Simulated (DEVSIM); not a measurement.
Device: Ti/Al2O3/SiO2/n-Si capacitor, at 400 K.

Layer 1 from the left is Al2O3, thickness (nm) 26.0. Layer 2 from the left is SiO2, thickness (nm) 0.530. Layer 3 from the left is Si, thickness (nm) 2100, Nd (cm⁻³) 7.7e16.

Metal gate on the left, work function 4.33 eV. Fixed charge at the semiconductor interface 3.8e10 cm⁻² (in units of +e); no interface traps.

The device is made up for the run: typed textbook-type constants, with dimensions and the other settings drawn at random. Values at 300 K; Nc and Nv go as T^1.5, mobilities as T to minus their exponent, the gap by Varshni's rule with the affinity fixed.

Al2O3: gap (eV) 6.8, affinity (eV) 1.35, permittivity 9. SiO2: gap (eV) 9, affinity (eV) 0.9, permittivity 3.9. Si: gap (eV) 1.124, affinity (eV) 4.05, permittivity 11.7, Nc (cm⁻³) 2.86e19, Nv (cm⁻³) 3.1e19, Varshni α (eV/K) 0.000473, Varshni β (K) 636.

Estimate by hand the flat-band voltage, the threshold voltage, and compare with a numerical solution.


- Flat-band voltage: C = 0.293 μF/cm², work-function difference 0.061 V; VFB = φms − qNf/C = 0.04 V; numerical 0.04 V.
- Threshold voltage: φF = 0.328 V, depletion charge √(4εqNφF) = 1.29e-7 C/cm²; VT = VFB − 2φF − Qd/C = -1.06 V; numerical -1.06 V.

Simulated with DEVSIM: 1D Poisson equation in equilibrium, Boltzmann statistics, complete ionisation; no quantum confinement or tunnelling. Metal contacts follow the ideal Schottky-Mott rule: no Fermi-level pinning, no interface dipoles.
